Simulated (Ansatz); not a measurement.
Data:

```
CdGeAs2
1.0
   -3.06012     3.06012     5.82565
    3.06012    -3.06012     5.82565
    3.06012     3.06012    -5.82565
Cd Ge As
2 2 4
Direct
  0.00000   0.00000   0.00000
  0.75000   0.25000   0.50000
  0.50000   0.50000   0.00000
  0.25000   0.75000   0.50000
  0.87500   0.84846   0.47346
  0.15154   0.62500   0.02654
  0.37500   0.40154   0.52654
  0.59846   0.12500   0.97346
```

No spin polarisation.

Calculations: Kohn–Sham DFT with the PBEsol functional, run in Ansatz (a program for electronic structure) with PAW and 420 eV plane waves, no SOC. Γ-centred 8×8×8 mesh, Fermi–Dirac width 0.05 eV.

### Question
Predict the pressure and space group.

### Answer
* **Pressure (mean of the normal stresses, compression positive)**: -4.37 GPa
* **Space group**: I-42d (No. 122)

The cells carry an imposed strain or load. No phonon test of stability was made. The cell was made from CdGeAs$_{2}$ in the chalcopyrite structure (space group I-42d, No. 122) by this change: isotropic strain +3.00 %.
